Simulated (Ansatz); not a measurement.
The starting structures come from a database of crystals and need not be the phases stable at ambient conditions.

By LDA and PBEsol, the system below comes out a metal.

```xyz
3
Lattice="3.1129 0.0000 0.0000 -1.5564 2.6958 0.0000 0.0000 0.0000 4.8698" Properties=species:S:1:pos:R:3 pbc="T T T"
Ta     1.5564     0.8986     3.6294
Ta     0.0000     1.7972     1.2404
N      0.0000     0.0000     0.0000
```

Space group of this cell: P-3m1, anti-CdI2 type. The cell is taken as given; by PBEsol its mean pressure is -9.2 GPa.

The current runs along the normal of the first two printed vectors, the (001) plane. All runs by Ansatz (a program for electronic structure), plane waves and PAW, without spin-orbit coupling; the base is PBEsol.

| run | mean pressure (GPa) | G/A, both spins (10¹⁵ S/m²) |
|---|---|---|
| base | -9.2 | 0.86 |
| all lengths scaled by 0.98 | 9.0 | 0.89 |
| all lengths scaled by 1.02 | -22.8 | 0.82 |
| lda in place of pbesol | -14.6 | 0.86 |
| lengths across the current scaled by 0.98, ions clamped | 2.4 | ___ |
| lengths across the current scaled by 1.02, ions clamped | -18.5 | 0.81 |
| lengths along the current scaled by 0.97, ions clamped | -0.4 | ___ |
| lengths along the current scaled by 1.03, ions clamped | -16.4 | 0.89 |

Complete the blanks.


- lengths across the current scaled by 0.98, ions clamped, G/A, both spins (10¹⁵ S/m²): 0.93
- lengths along the current scaled by 0.97, ions clamped, G/A, both spins (10¹⁵ S/m²): 0.83
